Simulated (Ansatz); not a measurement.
Start from Rb3P (space group Fm-3m, No. 225; a = 8.213 Å; a model cell, its experimental status unchecked). Axes: x, y, z lie along the cube axes.

Level of theory: PBEsol (Ansatz, a program for electronic structure), without spin-orbit coupling.

Base values:

```
Property                     Result
-------------------  --------------
Band gap                    0.59 eV
Smallest direct gap         0.90 eV
Electron mass        0.14 mₑ (at Γ)
```

The change: tensor shear ε_xz = +1.72 % (engineering shear γ = 0.0344); the atoms relax in the strained cell.

Question: What does the calculation give for the band gap, largest internal atomic displacement, smallest direct gap and electron mass after the change?

Answer: The band gap falls by 0.02 eV (0.59 eV → 0.57 eV); the largest internal atomic displacement comes out as 0.024 Å; the smallest direct gap shrinks by 0.03 eV, from 0.90 eV to 0.87 eV; the electron mass is still 0.14 mₑ (at Γ).

Effective masses come from finite differences of ±0.01 Å⁻¹. Whether these cells are dynamically stable was not tested.
